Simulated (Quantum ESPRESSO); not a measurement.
Quantum ESPRESSO is run on AlAg9S6 (P1, 16 atoms in the cell), and the run fails. The aim is a self-consistent single point with DFT, PBEsol, plane waves, PSlibrary PAW (PBE) pseudopotentials.

Cell that was meant: a = 7.8475 Å, b = 7.9655 Å, c = 8.1091 Å, α = 63.22°, β = 62.52°, γ = 61.26°.

Part of the input:

```fortran
/
&system
 ibrav = 0,
 nat = 17,
 ntyp = 3,
 ecutwfc = 50,
 ecutrho = 300,
 occupations = 'fixed',
 nbnd = 79,
 input_dft = 'pbesol',
/
&electrons
[...]
S     0.6407500000    0.6113300000    0.6085700000
S     0.1645200000    0.5923900000    0.6282900000
S     0.9732100000    0.0435700000    0.9970900000
Ag    0.4565600000    0.0227300000    0.4869300000
K_POINTS automatic
2 2 2  0 0 0
```

Log, with long lists cut:

```
     file Al.pbe-n-kjpaw_psl.1.0.0.UPF: wavefunction(s)  3S 3P renormalized
     file Ag.pbe-n-kjpaw_psl.1.0.0.UPF: wavefunction(s)  5S 5P renormalized
     file S.pbe-n-kjpaw_psl.1.0.0.UPF: wavefunction(s)  3S 3P renormalized

     Message from routine setup:
     the system is metallic, specify occupations

 %%%%%%%%%%%%%%%%%%%%%%%%%%%%%%%%%%%%%%%%%%%%%%%%%%%%%%%%%%%%%%%%%%%%%%%%%%%%%%
     Error in routine check_atoms (1):
     atoms #   2 and #  17 overlap!
 %%%%%%%%%%%%%%%%%%%%%%%%%%%%%%%%%%%%%%%%%%%%%%%%%%%%%%%%%%%%%%%%%%%%%%%%%%%%%%

     stopping ...
```

**Question.** Read the log: what does the program object to, and what is the fix?

**Answer.** The fault is one atom entered twice; here the program stops on it instead of giving results. To fix it, remove the duplicate atom. The program stopped before any SCF iteration.

An input that runs soundly differs in these lines (not the only fix; some lines may just follow from the change or write a value another way):
```diff
- nat = 17,
+ nat = 16,
- nbnd = 79,
+ nbnd = 73,
-Ag    0.4565600000    0.0227300000    0.4869300000
```

With that input, the run converged in 14 iterations: free energy E − TS -48728.5255 eV; top of the valence band (on the code's own zero) 5.48 eV; gap on the k-point mesh 0.54 eV; pressure -7.65 GPa; largest force (vector length) 0.730 eV/Å (DFT, PBEsol, plane waves, PSlibrary PAW (PBE) pseudopotentials).

On the sound input: the starting cell comes from a database of computed structures (which also holds hypothetical and non-ambient phases and stackings), without a prior relaxation at this level. Its lattice was rescaled by a random factor within 2.5 % of one. With a pressure of about -8 GPa the cell is away from its equilibrium volume at this level.
